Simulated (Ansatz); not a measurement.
What uniaxial stress, 0.5 GPa compression along x does to TiC

Start from TiC in the rock salt structure (space group Fm-3m, No. 225; a = 4.329 Å; relaxed with 0.1 eV smearing). Axes: x, y, z lie along the cube axes.

Perturbation: uniaxial stress, 0.5 GPa compression along x, with the cell and atoms free to relax against it.

Computed with Ansatz (a program for electronic structure), r2SCAN, PAW, cutoff 500 eV, no spin-orbit coupling, earlier PAW set. k-mesh 23×23×23 (Γ-centred); smearing 0.1 eV (Fermi–Dirac).

- Volume per atom = 10.13 Å³ (base 10.14 Å³)
- Space group = I4/mmm (No. 139) (base Fm-3m (No. 225))
- Shortest interatomic distance = 2.162 Å (base 2.164 Å)
- Energy relative to the base (free energy F) = 0.0 meV/atom
- Band gap = zero (base zero)
- Strain response (xx, yy, zz) = (−0.10, +0.02, +0.02) %

Final structure:

```
CELL_PARAMETERS angstrom
      0.00000     2.16475     2.16475
      2.16198     0.00000     2.16475
      2.16198     2.16475     0.00000
ATOMIC_POSITIONS crystal
  C  0.00000 0.00000 0.00000
  Ti 0.50000 0.50000 0.50000
```

Beyond what the load breaks, stability against distortions was not tested. All final runs are without spin polarisation.
